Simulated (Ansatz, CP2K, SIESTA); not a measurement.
## One structure in several programs: Ti6PtAu (P1, 8 atoms in the cell)

Self-consistent single point, at a second geometry (atoms moved at random). First geometry:

```xyz
8
Lattice="5.0561 0.0000 0.0000 0.0000 5.0561 0.0000 0.0000 0.0000 5.0561" Properties=species:S:1:pos:R:3 pbc="T T T"
Ti     0.0000     2.5281     3.8101
Ti     0.0000     2.5281     1.2461
Ti     3.8101     0.0000     2.5281
Ti     1.2461     0.0000     2.5281
Ti     2.5281     3.8101     0.0000
Ti     2.5281     1.2461     0.0000
Pt     0.0000     0.0000     0.0000
Au     2.5281     2.5281     2.5281
```

Second geometry:
```yaml
crystal:
  lattice:
    - [5.05615, 0.00000, 0.00000]
    - [0.00000, 5.05615, 0.00000]
    - [0.00000, 0.00000, 5.05615]
  atoms:
    - { symbol: Ti, position: [0.01341, 0.49575, 0.75351] }
    - { symbol: Ti, position: [0.00245, 0.49087, 0.24849] }
    - { symbol: Ti, position: [0.74580, 0.00189, 0.50767] }
    - { symbol: Ti, position: [0.24537, 0.00116, 0.49102] }
    - { symbol: Ti, position: [0.51160, 0.75019, 0.99943] }
    - { symbol: Ti, position: [0.48784, 0.24745, 0.98900] }
    - { symbol: Pt, position: [0.01304, 0.00196, 0.00541] }
    - { symbol: Au, position: [0.48048, 0.51074, 0.50548] }
```

Shared settings, as Ansatz (a quantum-chemistry and plane-wave program) writes them: kpoints.mp_grid.grid = 5 5 5; scf.occupations.method = gaussian; scf.occupations.width = 0.136 eV. Potentials and cutoffs stand in the table.

```csv
code,model,ΔF from the first geometry (meV/atom),pressure (GPa),largest force (eV/Å),cutoff
CP2K,"LDA (Pade form), GPW, DZVP-MOLOPT-SR-GTH basis, GTH-PADE potentials (GTH_POTENTIALS)",22.6,-10.65,1.321,grid 600 Ry
Ansatz,"LDA (PW92), PAW files made with PBE",22.4,-8.03,1.266,420 eV
SIESTA,"LDA PW92, numerical atomic orbitals DZP, PseudoDojo LDA standard norm-conserving potentials (rewritten from UPF to PSML)",24.6,-10.80,1.402,grid 400 Ry
```

Size of the force on each atom (eV/Å): Sizes of forces hide their directions.

| code | Ti1 | Ti2 | Ti3 | Ti4 | Ti5 | Ti6 | Pt7 | Au8 |
|---|---|---|---|---|---|---|---|---|
| CP2K | 0.946 | 0.483 | 0.554 | 0.492 | 0.512 | 0.710 | 0.337 | 1.321 |
| Ansatz | 0.799 | 0.382 | 0.351 | 0.323 | 0.287 | 0.682 | 0.652 | 1.266 |
| SIESTA | 0.880 | 0.419 | 0.364 | 0.358 | 0.293 | 0.743 | 0.714 | 1.402 |

On Ansatz's run: spin-orbit coupling is off. Spin polarisation is off.

The spread over the programs that give each value: ΔF from the first geometry within 2.2 meV/atom; pressure within 2.77 GPa; largest force within 0.136 eV/Å.

CP2K and SIESTA use small atom-centred bases, whose incompleteness enters pressures, forces and empty levels differently from a plane-wave cutoff. Ansatz's pressure is given at a fixed set of plane waves, as the other plane-wave codes print theirs; with its correction for the finite basis it is -8.00 GPa.

The starting cell comes from a database of computed structures (which also holds hypothetical and non-ambient phases and stackings), without a prior relaxation at this level. For this run, on top of that: atoms moved at random.

Keys are those of Ansatz 0.2.
